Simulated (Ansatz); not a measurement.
Here is the system:

```xyz
2
Lattice="3.9289 0.0000 0.0000 1.9644 3.4025 0.0000 1.9644 -1.1342 3.2476" Properties=species:S:1:pos:R:3 pbc="T T T"
Ga     0.0000     0.0000     0.0057
As     3.9289     0.0000     2.4300
```

No spin polarisation.

Calculations: LDA/PAW in Ansatz (a program for electronic structure), no spin-orbit coupling. Γ-centred 10×10×10 mesh, Fermi–Dirac width 0.05 eV.

**Question.** Estimate the electron mass.

**Answer.** 0.033 mₑ (at Γ).

**Question.** What is the computed valence-band top at Γ (three highest levels, from the VBM)?

**Answer.** 0.00, 0.00, -0.11 eV.

**Question.** Predict the mean in-plane stress (compression positive).

**Answer.** +1.5 GPa.

The levels and masses belong to the bands next to the band gap. The cells carry an imposed strain or load. Masses are band curvatures over ±0.01 Å⁻¹ around the edge. No phonon test of stability was made. The cell was made from GaAs in the zinc blende structure (space group F-43m, No. 216) by this change: biaxial strain −0.83 %, plane normal [111], relaxed out of plane.
